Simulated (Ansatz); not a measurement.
**Effect of uniaxial strain ε_zz = +2.00 % on PbSe**

The reference is PbSe in the rock salt structure (space group Fm-3m, No. 225; a = 6.178 Å). Axes: x, y, z lie along the cube axes.

It is then changed as follows: the cell is stretched by 2.00 % along z with no lateral relaxation, atoms relaxed at fixed cell.

All numbers come from r2SCAN (Ansatz, a quantum-chemistry and plane-wave program, PAW, no SOC). Γ-centred 9×9×9 mesh, Fermi–Dirac width 0.05 eV.

- Volume per atom = 30.06 Å³ (base 29.48 Å³)
- Space group = I4/mmm (No. 139) (base Fm-3m (No. 225))
- Shortest interatomic distance = 3.089 Å (base 3.089 Å)
- Energy relative to the base (free energy F) = +4.3 meV/atom
- Pressure (mean of the normal stresses, compression positive) = -0.93 GPa (base -0.01 GPa)
- Band gap = 0.72 eV (base 0.67 eV)
- Gap character = direct at N
- Valley order (the lowest conduction-band minima on the path, energy above the VBM, named in the base's zone) = L along [1-11] 0.72 eV; a point along [1-10], about 0.6 Å⁻¹ from Γ 1.51 eV; a point along [001], about 0.4 Å⁻¹ from Γ 2.17 eV (base L along ⟨111⟩ 0.67 eV; a point along ⟨110⟩, about 0.6 Å⁻¹ from Γ 1.46 eV)
- Stress (xx, yy, zz, yz, xz, xy; compression positive) = (-0.27, -0.27, -2.25, 0.00, 0.00, 0.00) GPa

Final structure:

```
PbSe
1.0
    0.00000     3.08901     3.15079
    3.08901     0.00000     3.15079
    3.08901     3.08901     0.00000
Pb Se
1 1
Direct
  0.00000   0.00000   0.00000
  0.50000   0.50000   0.50000
```

Cost of the whole job for the changed cell (relaxation, final SCF and bands): very roughly 24 core-seconds.

With Pb present, leaving out spin-orbit coupling can change the band edges. Whether these cells are dynamically stable was not tested. k-point labels follow each cell's own Brillouin zone.
